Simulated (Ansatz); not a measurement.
Consider the following.

```
CELL_PARAMETERS angstrom
      4.49958     0.00000     0.00000
      0.00000     4.49958     0.00000
      2.24979    -2.24979     3.06975
ATOMIC_POSITIONS crystal
  Pb 0.00000 0.00000 0.00000
  Se 0.50000 0.50000 0.00000
```

No spin polarisation.

Method: r2SCAN in Ansatz (plane waves to 500 eV, PAW, no spin-orbit coupling). Γ-centred 9×9×9 mesh, Fermi–Dirac width 0.05 eV.

Task: Predict the gap character and space group.

Result: 
```json
{
  "gap_character": "direct at N",
  "space_group": "I4/mmm (No. 139)"
}
```

Spin-orbit coupling, missing from the scalar runs, can matter with Pb. The cells carry an imposed strain or load. No phonon test of stability was made. The cell was made from PbSe in the rock salt structure (space group Fm-3m, No. 225) by this change: biaxial strain +3.00 %, plane normal [001], relaxed out of plane.

Ansatz is a quantum-chemistry and plane-wave program.
